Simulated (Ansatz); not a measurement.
A computed series for TiSi2: response to strain

Start from TiSi2 (space group Fddd, No. 70; a = 4.780 Å, b = 8.232 Å, c = 8.522 Å). Axes: x, y, z lie along a, b, c of the conventional cell.

Strains are applied to the cell and any free atomic positions relax; under biaxial strain the out-of-plane vector relaxes too.

Computed with r2SCAN/PAW in Ansatz (a quantum-chemistry and plane-wave program), spin-orbit coupling left out, earlier PAW set.

Candidates:
(a) biaxial strain −4.81 %, plane normal [001], relaxed out of plane
(b) biaxial strain +4.91 %, plane normal [001], relaxed out of plane
(c) isotropic strain +0.86 %

Notes on the quantities. energy relative to the base: free energy F.

Q: Order them by energy relative to the base, lowest first.

A: (c) isotropic strain +0.86 % (+4.3 meV/atom), (b) biaxial strain +4.91 %, plane normal [001], relaxed out of plane (+60 meV/atom), (a) biaxial strain −4.81 %, plane normal [001], relaxed out of plane (+81 meV/atom)

Without a gap, meshes like the base's 13×13×13 leave anisotropic stresses uncertain by several tenths of a GPa, and small strain energies with them. Stability against distortions was not tested. The final runs are not spin-polarised.
